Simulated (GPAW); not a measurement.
**GPAW run on ZnCu₂SnSe₄ (I-4, 8 atoms in the cell): self-consistent single point**

Computed with LDA (Perdew-Wang 92), GPAW PAW datasets LDA (gpaw-data 1.0.1) (plane waves; GPAW).

This input was run:

```python
from ase import Atoms
from ase.units import GPa
from gpaw import GPAW

atoms = Atoms(['Zn', 'Cu', 'Cu', 'Sn', 'Se', 'Se', 'Se', 'Se'],
              cell=[[-2.842062, 2.842062, 5.653159],
                    [2.842062, -2.842062, 5.653159],
                    [2.842062, 2.842062, -5.653159]],
              scaled_positions=[[0.750000, 0.250000, 0.500000],
                                [0.250000, 0.750000, 0.500000],
                                [0.000000, 0.000000, 0.000000],
                                [0.500000, 0.500000, 0.000000],
                                [0.629750, 0.636530, 0.526240],
                                [0.363470, 0.889710, 0.993220],
                                [0.110290, 0.103510, 0.473760],
                                [0.896490, 0.370250, 0.006780]],
              pbc=True)

calc = GPAW(mode={'name': 'pw', 'ecut': 850},
            xc='LDA',
            kpts=(5, 5, 5),
            occupations={'name': 'methfessel-paxton', 'width': 0.1, 'order': 0},
            nbands=-12,
            symmetry={'symmorphic': False, 'tolerance': 0.0005},
            maxiter=120)

atoms.calc = calc

energy = atoms.get_potential_energy()
print('Energy (eV):', round(energy, 6))
forces = atoms.get_forces()
print('Forces (eV/Ang):')
print(forces.round(5))
stress = atoms.get_stress()
print('Stress (GPa, Voigt):', (stress / GPa).round(4))
```

Log, with long lists cut:

```
Input parameters:
  kpts: [5 5 5]
  maxiter: 120
  mode: {ecut: 850,
         name: pw}
  nbands: -12
  occupations: {name: methfessel-paxton,
                order: 0,
                width: 0.1}
  symmetry: {symmorphic: False,
             tolerance: 0.0005}

species:
  Zn:
    name: Zinc
    Z: 30.0
    valence: 12
    core: 18
    charge: 0.0
    file: Zn.LDA.gz

    # Using partial waves for Zn as LCAO basis

  Cu:
    name: Copper
    Z: 29.0
    valence: 11
    core: 18
    charge: 0.0
    file: Cu.LDA.gz

    # Using partial waves for Cu as LCAO basis

  Sn:
    name: Tin
    Z: 50.0
    valence: 14
    core: 36
    charge: 0.0
    file: Sn.LDA.gz

    # Using partial waves for Sn as LCAO basis

  Se:
    name: Selenium
    Z: 34.0
    valence: 6
    core: 28
    charge: 0.0
    file: Se.LDA.gz

    # Using partial waves for Se as LCAO basis

Reference energy: -570624.377172  # eV

Spin-paired calculation

Convergence criteria:
 Maximum [total energy] change in last 3 cyles: 0.0005 eV / valence electron
 Maximum integral of absolute [dens]ity change: 0.0001 electrons / valence electron
 Maximum integral of absolute [eigenst]ate change: 4e-08 eV^2 / valence electron
 Maximum number of scf [iter]ations: 120

Symmetries present (total): 4
Symmetries with fractional translations: 0
125 k-points: 5 x 5 x 5 Monkhorst-Pack grid
21 k-points in the irreducible part of the Brillouin zone
       k-points in crystal coordinates                weights
   0:     0.00000000    0.00000000    0.00000000          1/125
   1:     0.20000000   -0.20000000    0.00000000          4/125
   2:     0.20000000   -0.20000000    0.20000000          4/125
   [... 7 lines left out ...]
          ...
  20:     0.40000000    0.40000000    0.40000000          8/125

Wave functions: Plane wave expansion
  Cutoff energy: 850.000 eV
  Number of coefficients (min, max): 10254, 10335
  Pulay-stress correction: 0.000000 eV/Ang^3 (de/decut=0.000000)

Occupation numbers: Methfessel-Paxton:
  width: 0.1000  # eV
  order: 0

Eigensolver

Densities:
  Coarse grid: 48*48*48 grid
  Fine grid: 96*96*96 grid
  Total Charge: 0.000000

Density mixing:
  Method: separate
  Backend: pulay
  Linear mixing parameter: 0.05
  old densities: 5
  Damping of long wavelength oscillations: 50

Hamiltonian:
  XC and Coulomb potentials evaluated on a 96*96*96 grid
  External potential:
    NoExternalPotential

Number of atoms: 8
Number of atomic orbitals: 52
Number of bands in calculation: 48
Number of valence electrons: 72
Bands to converge: occupied

Density initialized from atomic densities
  48 bands from LCAO basis set

Atomic positions and initial magnetic moments

Positions:
   0 Zn     0.000000    2.842062    2.826579    ( 0.0000,  0.0000,  0.0000)
   1 Cu     2.842062    0.000000    2.826579    ( 0.0000,  0.0000,  0.0000)
   2 Cu     0.000000    0.000000    0.000000    ( 0.0000,  0.0000,  0.0000)
   3 Sn     0.000000    0.000000    5.653159    ( 0.0000,  0.0000,  0.0000)
   4 Se     1.514876    1.476338    4.183564    ( 0.0000,  0.0000,  0.0000)
   5 Se     4.318400    1.327186    1.469595    ( 0.0000,  0.0000,  0.0000)
   6 Se     1.327186    1.365724   -1.469595    ( 0.0000,  0.0000,  0.0000)
   7 Se    -1.476338    1.514876    7.122754    ( 0.0000,  0.0000,  0.0000)

Unit cell:
           periodic     x           y           z      points  spacing
  1. axis:    yes   -2.842062    2.842062    5.653159    48     0.1058
  2. axis:    yes    2.842062   -2.842062    5.653159    48     0.1058
  3. axis:    yes    2.842062    2.842062   -5.653159    48     0.0837

  Lengths:   6.936342   6.936342   6.936342
  Angles:  131.623623 131.623623  70.824127

Effective grid spacing dv^(1/3) = 0.1182

     iter     time        total  log10-change:
                         energy   eigst   dens
iter:   1 --:--:--   -37.105897
iter:   2 --:--:--   -36.731442   -0.79  -1.31
iter:   3 --:--:--   -36.087649   -1.46  -1.32
iter:   4 --:--:--   -35.714360   -1.41  -1.39
iter:   5 --:--:--   -35.667156   -1.92  -1.58
iter:   6 --:--:--   -36.661677   -0.97  -1.83
iter:   7 --:--:--   -35.657559   -0.84  -1.70
iter:   8 --:--:--   -35.599318   -2.90  -2.34
iter:   9 --:--:--   -35.607403   -2.53  -2.68
iter:  10 --:--:--   -35.605228c  -3.80  -2.62
iter:  11 --:--:--   -35.594593c  -2.83  -2.70
iter:  12 --:--:--   -35.594301c  -4.61  -3.12
iter:  13 --:--:--   -35.594023c  -4.82  -3.29
iter:  14 --:--:--   -35.594005c  -5.05  -3.48
iter:  15 --:--:--   -35.593984c  -5.29  -3.54
iter:  16 --:--:--   -35.593986c  -6.49  -4.00
iter:  17 --:--:--   -35.593975c  -6.37  -4.06c
iter:  18 --:--:--   -35.593981c  -5.76  -4.09c
iter:  19 --:--:--   -35.593978c  -7.04  -4.16c
iter:  20 --:--:--   -35.593972c  -5.93  -4.24c
iter:  21 --:--:--   -35.593971c  -7.29  -4.50c
iter:  22 --:--:--   -35.593971c  -6.87  -4.57c
iter:  23 --:--:--   -35.593971c  -7.64c -4.92c

Converged after 23 iterations.

Dipole moment: (-0.843131, 0.843131, 0.000000) |e|*Ang

Energy contributions relative to reference atoms: (reference = -570624.377172)

Kinetic:        +23.093748
Potential:      -24.590801
External:        +0.000000
XC:             -34.133486
Entropy (-ST):   -0.001384
Local:           +0.037259
SIC:             +0.000000
--------------------------
Free energy:    -35.594662
Extrapolated:   -35.593971

Showing only first 2 kpts
 Kpt  Band  Eigenvalues  Occupancy
  0    34      4.96642    1.54869
  0    35      4.96642    1.54869
  0    36      5.01378    1.06651
  0    37      6.60699    0.00000

  1    34      4.48245    2.00000
  1    35      4.86042    1.97570
  1    36      5.85794    0.00000
  1    37      7.31811    0.00000

Fermi level: 5.01969

No gap
No difference between direct/indirect transitions
Energy (eV): -35.593971

Forces in eV/Ang:
  0 Zn    0.00000    0.00000    0.00000
  1 Cu    0.00000    0.00000    0.00000
  2 Cu    0.00000    0.00000    0.00000
  3 Sn    0.00000    0.00000    0.00000
  4 Se    0.15324    0.04894   -0.08923
  5 Se    0.04894   -0.15324    0.08923
  6 Se   -0.15324   -0.04894   -0.08923
  7 Se   -0.04894    0.15324    0.08923

Stress tensor:
     0.016826     0.000000     0.000000
     0.000000     0.016826    -0.000000
     0.000000    -0.000000     0.015942
Stress (GPa, Voigt): [ 2.6958  2.6958  2.5541 -0.      0.      0.    ]
```

The run converged in 23 iterations. GPAW prints stress with tension positive.

The starting cell comes from a database of computed structures (which also holds hypothetical and non-ambient phases and stackings), without a prior relaxation at this level. Its lattice was rescaled by a random factor within 2.5 % of one. Spin polarisation is off. The run gives no clean gap (levels at the Fermi energy touch, overlap or are partly filled at this smearing), which alone does not show that the compound is a metal.

Cost on one core of a shared machine: roughly 4 min.
